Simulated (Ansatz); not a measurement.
System: PtSb (P6₃/mmc, No. 194, 4 atoms in the cell; start mp-2845). Method: LDA (Ansatz, a program for electronic structure, PAW).

Numerical settings: plane-wave cutoff 520 eV, 18×18×10 k mesh (along the axes of the cell as run), Fermi–Dirac smearing 0.05 eV, scalar-relativistic PAW data made under PBE.

Cell (relaxed at this level):

```cif
data_Pt2Sb2
_chemical_formula_sum 'Sb2 Pt2'
_space_group_name_H-M_alt 'P 1'
_space_group_IT_number 1
_cell_length_a 4.14006
_cell_length_b 4.14006
_cell_length_c 5.44198
_cell_angle_alpha 90.000
_cell_angle_beta 90.000
_cell_angle_gamma 120.000
loop_
_space_group_symop_operation_xyz
  'x, y, z'
loop_
_atom_site_label
_atom_site_type_symbol
_atom_site_fract_x
_atom_site_fract_y
_atom_site_fract_z
_atom_site_occupancy
Sb1 Sb 0.66667 0.33333 0.75000 1
Sb2 Sb 0.33333 0.66667 0.25000 1
Pt1 Pt 0.00000 0.00000 0.50000 1
Pt2 Pt 0.00000 0.00000 0.00000 1
```

Problem. What does this level give for the bulk modulus?

Solution. 
- bulk modulus: 149 GPa

The run finds no gap.

Note: the bulk modulus is −V dP/dV from two relaxed cells at ±2 % in volume; the relaxation could not lower the start's symmetry, so the cell can be a saddle point above a distorted one.

Spin–orbit coupling is not included; it can open a gap where bands touch, and shift volumes and moduli.

Static lattice: no zero-point or thermal effects.

Computing time: about 5 core-minutes (a rough figure).

A start named mp-… is a Materials Project structure, which need not be a measured phase.
